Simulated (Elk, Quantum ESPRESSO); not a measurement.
An Elk input for a self-consistent single point of KF (Fm-3m, 2 atoms in the cell) (DFT, PBE, all-electron FP-LAPW, Elk's shipped species files, APW+lo basis with extra local orbitals):

```
tasks
  0

xctype
  20

tforce
  .true.

rgkmax
  7.5

gmaxvr
  18.0

lmaxapw
  10

lmaxo
  8

nxlo
  2

lorbcnd
  .true.

lradstp
  2

nrmtscf
  2.0

lmaxi
  4

stype
  0

swidth
  0.0001

scale
  7.01370029

avec
    0.0000000000    0.7071067812    0.7071067812
    0.7071067812    0.0000000000    0.7071067812
    0.7071067812    0.7071067812    0.0000000000

atoms
  2   : nspecies
  'K.in'   : spfname
  1   : natoms; atposl, bfcmt below
  0.0000000000  0.0000000000  0.0000000000    0.0 0.0 0.0
  'F.in'   : spfname
  1   : natoms; atposl, bfcmt below
  0.5000000000  0.5000000000  0.5000000000    0.0 0.0 0.0

ngridk
  6 6 6
```

Q: Translate this input to Quantum ESPRESSO.

A: One input that does it (others would too):

```fortran
&CONTROL
  calculation = 'scf',
  prefix = 'pwscf',
  outdir = './tmp',
  pseudo_dir = './',
  tprnfor = .true.,
  tstress = .true.,
/
&SYSTEM
  ibrav = 2,
  celldm(1) = 9.918870072,
  nat = 2,
  ntyp = 2,
  ecutwfc = 50,
  ecutrho = 400,
  occupations = 'fixed',
  nbnd = 14,
/
&ELECTRONS
  conv_thr = 1.0d-10,
  mixing_beta = 0.4,
/
ATOMIC_SPECIES
K     39.0983  K.pbe-spn-kjpaw_psl.1.0.0.UPF
F     18.9984  f_pbe_v1.4.uspp.F.UPF
ATOMIC_POSITIONS {angstrom}
K     0.000000000    0.000000000    0.000000000
F    -2.624420000    2.624420000    2.624420000
K_POINTS {automatic}
6 6 6  0 0 0
```

Basis, cutoffs, solver keys and any potentials are the target program's own. This input uses DFT, PBE, plane waves, SSSP 1.1.2 efficiency (PBE) pseudopotentials. Both were run: gap on the mesh 6.503 eV in Elk and 6.467 in Quantum ESPRESSO.

On Quantum ESPRESSO: the starting cell comes from a database of computed structures (which also holds hypothetical and non-ambient phases and stackings), without a prior relaxation at this level. Its lattice was rescaled by a random factor within 2.5 % of one. With a pressure of about 3 GPa the cell is away from its equilibrium volume at this level.

On Elk: the starting cell comes from a database of computed structures (which also holds hypothetical and non-ambient phases and stackings), without a prior relaxation at this level. Its lattice was rescaled by a random factor within 2.5 % of one. Values depend on the basis (sphere radii, cutoffs, local orbitals), which need not be converged.
